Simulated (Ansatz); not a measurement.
Functionals compared on the (100) surface of alpha tin, 1x1 canted dihydride (bottom of the slab: dihydride, held), in Ansatz (plane waves, PAW). The structure was relaxed with PBE; the other rows are single points on it. Cutoff 420 eV (500 eV for r2SCAN).

Model: 12-atom slab, 14.5 Å thick at the start with caps and adatoms, 6x6x1 mesh, Fermi-Dirac 0.025 eV, dipole correction, 4 atoms held, the rest relaxed; start symmetry kept, larger cells not searched; no spin, no spin-orbit, no U. In PBE it is, or lies within 0.01 eV a 1x1 cell of, the lowest of the 2 structures of its composition computed so far; subsurface sites and larger cells were not tried. These notes are the PBE run's.

```tsv
functional	gap of the slab on its k-mesh (eV)	highest filled level below the top vacuum level (eV)	rough cost of the single point
PBE	0.22	4.67	–
r2SCAN	[?]	[?]	roughly 2.7 core-minutes
```

Q: Complete the blanks.

A: 
- r2SCAN, gap of the slab on its k-mesh (eV): 0.48
- r2SCAN, highest filled level below the top vacuum level (eV): 4.81

Ansatz is a quantum-chemistry and plane-wave program.
